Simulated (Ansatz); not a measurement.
An Ansatz (an electronic-structure program) run: hypothetical NiAs type KI; PBE (Ansatz, PAW, scalar-relativistic without spin-orbit coupling).

Input:

Ansatz 0.2 input:
```yaml
crystal:
  lattice:
    - [4.9703132323, 0, 0]
    - [-2.4851566161, 4.3044175239, 0]
    - [0, 0, 8.6793059118]
  atoms:
    - { symbol: K, position: [0, 0, 0] }
    - { symbol: K, position: [0, 0, 0.5] }
    - { symbol: I, position: [0.3333333333, 0.6666666667, 0.25] }
    - { symbol: I, position: [0.6666666667, 0.3333333333, 0.75] }
basis: { ecutwfc: 420, ecutrho_ratio: 4, xc_grid: 2, fft_grid_basis: typed }
kpoints: { mp_grid: { grid: [8, 8, 4] } }
hamiltonian:
  xc: pbe
  dispersion: none
  pseudopotentials: { kind: paw }
scf: { occupations: { method: fermi_dirac, width: 0.05 }, convergence: { dr2_threshold: 0.0000000004 } }
output: { forces: true, stress: true }
checkpoint: { write: state.ck, write_every: 1000 }
```

Output (explanatory and most iteration lines left out):

```
Pseudopotential: K, paw, valence charge 9
Pseudopotential: I, paw, valence charge 17
Crystal: 4 atoms, lattice volume = 185.688 Å³
Basis set: ecut = 420 eV, 3635 PW (Γ), exchange–correlation on 72×72×120 points (8 copies of the dense FFT grid, shifted against one another)
Bands: 30, of which v1, the nominal top of the filled ones, is band 26 counted from 1 (25 counted from 0)
Symmetry: 24 space group operations
Space group: P63/mmc (ITA 194), of the structure as read, at distance tolerance 5.7e-5 Å
k-points: 30 of 256
Functional: x = pbe(κ = 0.804, μ = 0.2195149727645171), c = pbe(β = 0.06672455060314922)
SCF iter   1: F=—  HF=-18107.321263 eV  |F-HF|=—  |Δ(HF+E_count)|=         —  Δρ=3.89e-4  dr2=1.68e-4  ethr=1.77e-3  ⟨swp⟩=9.1  Hψ=4593  notcnv=0
SCF iter   2: F=—  HF=-18107.320006 eV  |F-HF|=—  |Δ(HF+E_count)|=   1.26e-3  Δρ=2.67e-4  dr2=1.23e-4  ethr=3.22e-7  ⟨swp⟩=3.1  Hψ=2400  notcnv=0
SCF 1 converged in 10 iterations: F = -18107.319964 eV  dr2 = 3.38e-12
SCF converged after 10 iterations
Free energy (F): -18107.319964 eV
Internal energy: -18107.319964 eV  (E = F + TS)
E sigma→0 (E₀):  -18107.319964 eV
Fermi energy:    3.896326 eV
--- Forces (eV/Å), atoms counted from 1 ---
  atom   1  K     -0.00000000    -0.00000000     0.00000000
  atom   2  K     -0.00000000    -0.00000000     0.00000000
  atom   3  I      0.00000000    -0.00000000     0.00000000
  atom   4  I     -0.00000000     0.00000000     0.00000000
--- Stress (GPa, compression-positive) ---
       -0.000798       0.000000       0.000000
        0.000000      -0.000798       0.000000
        0.000000       0.000000       0.000291
  P = ⅓ Tr σ = -0.0004 GPa (-0.004 kbar)
```

Spin-orbit coupling, missing from the scalar runs, can matter with I. Whether these cells are dynamically stable was not tested. The cell is KI in the NiAs type structure (space group P6_3/mmc, No. 194; a hypothetical phase, not in the database extracts checked).
